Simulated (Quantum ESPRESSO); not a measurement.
The steps of a band-structure calculation for MnI₂ (P-3m1, 3 atoms in the cell) with Quantum ESPRESSO.

Computed with PBEsol, PseudoDojo standard norm-conserving (PBESOL) pseudopotentials (plane waves; Quantum ESPRESSO).

Step 1 (scf):

```fortran
&control
    calculation = 'scf'
    prefix = 'scf'
    outdir = './tmp'
    pseudo_dir = './'
    tprnfor = .true.
    tstress = .true.
/
&system
    ibrav = 4
    celldm(1) = 7.86126103
    celldm(3) = 1.6394230041
    nat = 3
    ntyp = 2
    ecutwfc = 100
    occupations = 'smearing'
    smearing = 'gaussian'
    degauss = 0.0147
    nspin = 2
    starting_magnetization(1) = 0.267
/
&electrons
    conv_thr = 1.0d-9
    mixing_beta = 0.5
/
ATOMIC_SPECIES
Mn    54.9380  Mn.upf
I    126.9045  I.upf
ATOMIC_POSITIONS crystal
Mn    0.00000000    0.00000000    0.00000000
I     0.33333333    0.66666667    0.25000000
I     0.66666667    0.33333333    0.75000000
K_POINTS automatic
4 4 2  0 0 0
```

Step 2 (bands):

```fortran
&control
    calculation = 'bands'
    prefix = 'scf'
    outdir = './tmp'
    pseudo_dir = './'
    verbosity = 'high'
/
&system
    ibrav = 4
    celldm(1) = 7.86126103
    celldm(3) = 1.6394230041
    nat = 3
    ntyp = 2
    ecutwfc = 100
    occupations = 'smearing'
    smearing = 'gaussian'
    degauss = 0.0147
    nbnd = 22
    nspin = 2
    starting_magnetization(1) = 0.267
/
&electrons
    conv_thr = 1.0d-9
    startingwfc = 'random'
    diago_thr_init = 1.0d-6
/
ATOMIC_SPECIES
Mn    54.9380  Mn.upf
I    126.9045  I.upf
ATOMIC_POSITIONS crystal
Mn    0.00000000    0.00000000    0.00000000
I     0.33333333    0.66666667    0.25000000
I     0.66666667    0.33333333    0.75000000
K_POINTS crystal_b
12
  0.00000000   0.00000000   0.00000000   9  ! G
  0.50000000   0.00000000   0.00000000   5  ! M
  0.33333333   0.33333333   0.00000000  10  ! K
  0.00000000   0.00000000   0.00000000   5  ! G
  0.00000000   0.00000000   0.50000000   9  ! A
  0.50000000   0.00000000   0.50000000   5  ! L
  0.33333333   0.33333333   0.50000000  10  ! H
  0.00000000   0.00000000   0.50000000   1  ! A
  0.50000000   0.00000000   0.50000000   5  ! L
  0.50000000   0.00000000   0.00000000   1  ! M
  0.33333333   0.33333333   0.00000000   5  ! K
  0.33333333   0.33333333   0.50000000   1  ! H
```

Step 3 (bands.x):

```fortran
&bands
    prefix = 'scf'
    outdir = './tmp'
    filband = 'bands.dat'
    lsym = .false.
/
```

Output of bands (abridged):

```
     Atomic positions and unit cell read from directory:
     ./tmp/scf.save/
     G-vector sticks info
     --------------------
     sticks:   dense  smooth     PW     G-vecs:    dense   smooth      PW
     Sum        1711    1711    475                93041    93041   13885

     bravais-lattice index     =            4
     lattice parameter (alat)  =       7.8613  a.u.
     unit-cell volume          =     689.7605 (a.u.)^3
   [... lines left out ...]
     atomic species   magnetization
   [... lines left out ...]

     ethr =  1.00E-06,  avg # of iterations = 37.0

     End of band structure calculation

 ------ SPIN UP ------------

          k = 0.0000 0.0000 0.0000 ( 11621 PWs)   bands (ev):

   -76.2303 -45.2425 -45.2425 -45.2377  -8.1182  -7.3984   0.1216   1.4300
     1.4300   2.1277   2.1277   2.3371   3.9544   3.9544   4.0172   4.6470
     4.6470   7.3891   8.7206  10.8599  10.8599  12.6277

          k = 0.0556 0.0321 0.0000 ( 11651 PWs)   bands (ev):

   -76.2303 -45.2425 -45.2425 -45.2377  -8.1016  -7.3913   0.1482   1.4166
     1.4355   2.1154   2.1202   2.3260   3.7926   3.9148   3.9876   4.5930
     4.6499   7.5455   8.8708  10.6891  10.9124  12.7294

   [... 64 blocks of this kind left out ...]

 ------ SPIN DOWN ----------

          k = 0.0000 0.0000 0.0000 ( 11621 PWs)   bands (ev):

   -71.8701 -40.6341 -40.6341 -40.6263  -7.9803  -7.2926   0.5622   3.1292
     3.1292   4.0899   4.0899   4.1406   6.2785   6.2786   6.3364   7.1290
     7.1290   8.0983   9.1038  11.5654  11.5654  13.3346

          k = 0.0556 0.0321 0.0000 ( 11651 PWs)   bands (ev):

   -71.8701 -40.6342 -40.6342 -40.6263  -7.9644  -7.2854   0.5881   3.0550
     3.1199   3.9203   4.0512   4.1228   6.2795   6.3063   6.3648   7.1005
     7.1219   8.2430   9.2641  11.4127  11.6270  13.4083

   [... 64 blocks of this kind left out ...]
```

Output of bands.x (abridged):

```
     Reading xml data from directory:

     ./tmp/scf.save/

     G-vector sticks info
     --------------------
     sticks:   dense  smooth     PW     G-vecs:    dense   smooth      PW
     Sum        1711    1711    475                93041    93041   13885

     Reading collected, re-writing distributed wavefunctions
     high-symmetry point:  0.0000 0.0000 0.0000   x coordinate   0.0000
     high-symmetry point:  0.5000 0.2887 0.0000   x coordinate   0.5774
     high-symmetry point:  0.3333 0.5774 0.0000   x coordinate   0.9107
     high-symmetry point:  0.0000 0.0000 0.0000   x coordinate   1.5774
     high-symmetry point:  0.0000 0.0000 0.3050   x coordinate   1.8823
     high-symmetry point:  0.5000 0.2887 0.3050   x coordinate   2.4597
     high-symmetry point:  0.3333 0.5774 0.3050   x coordinate   2.7930
     high-symmetry point:  0.0000 0.0000 0.3050   x coordinate   3.4597
     high-symmetry point:  0.5000 0.2887 0.3050   x coordinate   3.4597
     high-symmetry point:  0.5000 0.2887 0.0000   x coordinate   3.7647
     high-symmetry point:  0.3333 0.5774 0.0000   x coordinate   3.7647
     high-symmetry point:  0.3333 0.5774 0.3050   x coordinate   4.0697

     Plottable bands (eV) written to file bands.dat.gnu
     Bands written to file bands.dat

   JOB DONE.
```

The starting cell comes from a database of published, mostly measured structures (it also holds non-ambient and calculated ones), without a prior relaxation at this level. Spin-orbit coupling is off. With one magnetic atom in the cell only a parallel order is possible.
